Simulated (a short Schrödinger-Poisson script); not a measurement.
Structure: symmetric double-gate stack, Al2O3 on p-type Si(111), at 300 K.

| layer | material | thickness (nm) | Na (cm⁻³) |
|---|---|---|---|
| 1 | Al2O3 | 3.2 | - |
| 2 | Si | 8 | 9e16 |
| 3 | Al2O3 | 3.2 | - |

The device is made up for the run: typed textbook-type constants, with dimensions and the other settings drawn at random. Al2O3: permittivity 9, conduction-band edge (eV) 2.7, gap (eV) 6.8, electron mass (mₑ) 0.3. Si: permittivity 11.7, conduction-band edge (eV) 0, gap (eV) 1.124, Nv at 300 K (cm⁻³) 3.1e19.

Channel valleys (confinement mass, in-plane density-of-states mass, number): Δ6 0.258, 0.358, 6. At the gates, both at one voltage, the conduction-band edge of layer 1 lies 2.75 eV − eVg above the Fermi level of the channel. Gaps are held at their typed values at every temperature. Mesh 0.03 nm at interfaces.

Solved with a short Schrödinger-Poisson script written for these runs: 1D Poisson equation in equilibrium, electrons quantum, Hartree (BenDaniel-Duke, 12 states a valley, the channel's in-plane mass for all, wave functions free to enter the dielectric), parabolic valleys, classical holes, full ionisation, no traps, pinning or gate leakage.

The same stack at other levels of the model or other numerical settings:

```csv
run,sheet density of all electrons at Vg = 0.75 V (cm⁻²),sheet density of all electrons at Vg = 0.15 V (cm⁻²),capacitance of both gates at Vg = 0.75 V (μF/cm²),gate voltage at 1e11 electrons/cm² (V),rough cost against the base
base,1.55e13,2.78e12,3.71,-0.06,about 1
"electrons treated as classical, Boltzmann",(withheld),3.64e12,4.59,-0.08,0.04
"electrons treated as classical, Fermi-Dirac",1.89e13,3.59e12,(withheld),-0.08,0.1
mesh six times as coarse,1.54e13,2.77e12,3.69,-0.06,0.3
one subband a valley,1.50e13,2.69e12,(withheld),-0.06,0.4
```

Q: Some entries are withheld; supply them.

A: 
- electrons treated as classical, Boltzmann, sheet density of all electrons at Vg = 0.75 V (cm⁻²): 1.97e13
- one subband a valley, capacitance of both gates at Vg = 0.75 V (μF/cm²): 3.63
- electrons treated as classical, Fermi-Dirac, capacitance of both gates at Vg = 0.75 V (μF/cm²): 4.29

The classical rows ignore confinement, and Boltzmann statistics overrate the density once the band edge passes the Fermi level.
